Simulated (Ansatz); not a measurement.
Start from MgS in the rock salt structure (space group Fm-3m, No. 225; a = 5.129 Å).

Method: LDA, PAW, 420 eV (Ansatz, an electronic-structure program; no spin-orbit coupling).

One change was made to it. Results:

```json
[
 {"quantity": "hole mass (degenerate bands, along [100])", "base": "0.25, 0.89, 0.89 mₑ (at Γ)", "after": "0.27, 0.76, 0.76 mₑ (at Γ)"},
 {"quantity": "smallest direct gap", "base": "3.83 eV", "after": "5.05 eV"},
 {"quantity": "lattice parameter a", "base": "5.129 Å", "after": "4.901 Å"},
 {"quantity": "band gap", "base": "2.65 eV", "after": "2.91 eV"}
]
```

Q: What was done to the base?
A. pressure 15 GPa
B. pressure 30 GPa
C. pressure −2 GPa
D. pressure 4.5 GPa
E. pressure 2.1 GPa

A: A, pressure 15 GPa. For comparison, the band gap in the other runs: pressure −2 GPa gives 2.60 eV; pressure 2.1 GPa gives 2.70 eV; pressure 30 GPa gives 3.07 eV; pressure 4.5 GPa gives 2.75 eV.

Load acts through the strain it causes; cell and atoms are relaxed under it. Masses are band curvatures over ±0.01 Å⁻¹ around the edge. Whether these cells are dynamically stable was not tested. Competing high-pressure phases were not computed.
